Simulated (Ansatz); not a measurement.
Partial pair distribution functions of a relaxed model of amorphous B$_{22}$Li$_{14}$O$_{40}$, broadened by 0.06 Å; density 1.93 g/cm³. Level of theory: PBE, scalar-relativistic without spin-orbit coupling (plane waves to 420 eV, PAW; Ansatz, a program for electronic structure).

It comes from a melt-quench run on a machine-learned potential (CHGNet), relaxed afterwards by DFT. O atoms were pushed apart under 1.9 Å during the dynamics, to hinder bonds among them. The hot cell started wider than the set density and was brought back towards it in steps. It is the lowest in DFT energy of 2 quenches. It is a model cell: composition and starting density were chosen by hand, and all elements were melted together. No dispersion term was used. Its density started from a set value of 1.93 and ended at 1.93 g/cm³. Cooling (nominally 210 K/ps over its main leg) ran many orders faster than in experiment, which tends to leave more defects and strain. One small periodic cell is one sample of the glass; other quenches scatter about these values. Volume and shape were free in the relaxation.

```json
[
 {"r (Å)": "1.10", "g B-O": "0.00", "g Li-O": "0.00", "g B-B": "0.00", "g Li-Li": "0.00"},
 {"r (Å)": "1.20", "g B-O": "0.48", "g Li-O": "0.00", "g B-B": "0.00", "g Li-Li": "0.00"},
 {"r (Å)": "1.30", "g B-O": "6.94", "g Li-O": "0.00", "g B-B": "0.00", "g Li-Li": "0.00"},
 {"r (Å)": "1.40", "g B-O": "13.21", "g Li-O": "0.00", "g B-B": "0.00", "g Li-Li": "0.00"},
 {"r (Å)": "1.50", "g B-O": "5.71", "g Li-O": "0.00", "g B-B": "0.00", "g Li-Li": "0.00"},
 {"r (Å)": "1.60", "g B-O": "0.73", "g Li-O": "0.00", "g B-B": "0.00", "g Li-Li": "0.00"},
 {"r (Å)": "1.70", "g B-O": "0.01", "g Li-O": "0.07", "g B-B": "0.00", "g Li-Li": "0.00"},
 {"r (Å)": "1.80", "g B-O": "0.00", "g Li-O": "1.43", "g B-B": "0.00", "g Li-Li": "0.00"},
 {"r (Å)": "1.90", "g B-O": "0.00", "g Li-O": "4.69", "g B-B": "0.00", "g Li-Li": "0.00"},
 {"r (Å)": "2.00", "g B-O": "0.00", "g Li-O": "4.72", "g B-B": "0.00", "g Li-Li": "0.00"},
 {"r (Å)": "2.10", "g B-O": "0.00", "g Li-O": "3.08", "g B-B": "0.00", "g Li-Li": "0.00"},
 {"r (Å)": "2.20", "g B-O": "0.00", "g Li-O": "0.81", "g B-B": "0.00", "g Li-Li": "0.00"},
 {"r (Å)": "2.30", "g B-O": "0.00", "g Li-O": "0.15", "g B-B": "0.16", "g Li-Li": "0.00"},
 {"r (Å)": "2.40", "g B-O": "0.00", "g Li-O": "0.17", "g B-B": "2.14", "g Li-Li": "0.01"},
 {"r (Å)": "2.50", "g B-O": "0.01", "g Li-O": "0.60", "g B-B": "4.94", "g Li-Li": "0.35"},
 {"r (Å)": "2.60", "g B-O": "0.08", "g Li-O": "0.53", "g B-B": "3.99", "g Li-Li": "1.80"},
 {"r (Å)": "2.70", "g B-O": "0.20", "g Li-O": "0.48", "g B-B": "1.47", "g Li-Li": "2.45"},
 {"r (Å)": "2.80", "g B-O": "0.62", "g Li-O": "0.52", "g B-B": "0.11", "g Li-Li": "1.90"},
 {"r (Å)": "2.90", "g B-O": "0.77", "g Li-O": "0.72", "g B-B": "0.00", "g Li-Li": "1.55"},
 {"r (Å)": "3.00", "g B-O": "1.37", "g Li-O": "0.86", "g B-B": "0.00", "g Li-Li": "1.30"},
 {"r (Å)": "3.10", "g B-O": "1.36", "g Li-O": "1.02", "g B-B": "0.00", "g Li-Li": "0.70"},
 {"r (Å)": "3.20", "g B-O": "1.03", "g Li-O": "0.89", "g B-B": "0.07", "g Li-Li": "0.82"},
 {"r (Å)": "3.30", "g B-O": "0.89", "g Li-O": "1.03", "g B-B": "0.36", "g Li-Li": "1.33"},
 {"r (Å)": "3.40", "g B-O": "0.82", "g Li-O": "1.12", "g B-B": "0.32", "g Li-Li": "1.20"},
 {"r (Å)": "3.50", "g B-O": "0.87", "g Li-O": "1.14", "g B-B": "0.24", "g Li-Li": "0.48"},
 {"r (Å)": "3.60", "g B-O": "1.38", "g Li-O": "1.08", "g B-B": "0.52", "g Li-Li": "0.12"},
 {"r (Å)": "3.70", "g B-O": "1.92", "g Li-O": "1.61", "g B-B": "0.67", "g Li-Li": "0.65"},
 {"r (Å)": "3.80", "g B-O": "1.44", "g Li-O": "1.38", "g B-B": "0.74", "g Li-Li": "1.75"},
 {"r (Å)": "3.90", "g B-O": "0.97", "g Li-O": "0.96", "g B-B": "0.73", "g Li-Li": "1.28"},
 {"r (Å)": "4.00", "g B-O": "0.83", "g Li-O": "1.32", "g B-B": "1.22", "g Li-Li": "1.09"},
 {"r (Å)": "4.10", "g B-O": "1.07", "g Li-O": "1.43", "g B-B": "1.30", "g Li-Li": "0.95"},
 {"r (Å)": "4.20", "g B-O": "1.14", "g Li-O": "1.01", "g B-B": "0.95", "g Li-Li": "0.41"},
 {"r (Å)": "4.30", "g B-O": "1.19", "g Li-O": "0.93", "g B-B": "1.29", "g Li-Li": "0.64"},
 {"r (Å)": "4.40", "g B-O": "1.16", "g Li-O": "0.75", "g B-B": "1.90", "g Li-Li": "0.74"},
 {"r (Å)": "4.50", "g B-O": "1.01", "g Li-O": "0.73", "g B-B": "1.77", "g Li-Li": "0.71"}
]
```

Within 1.72 Å each B has 3.18 O neighbours on average.
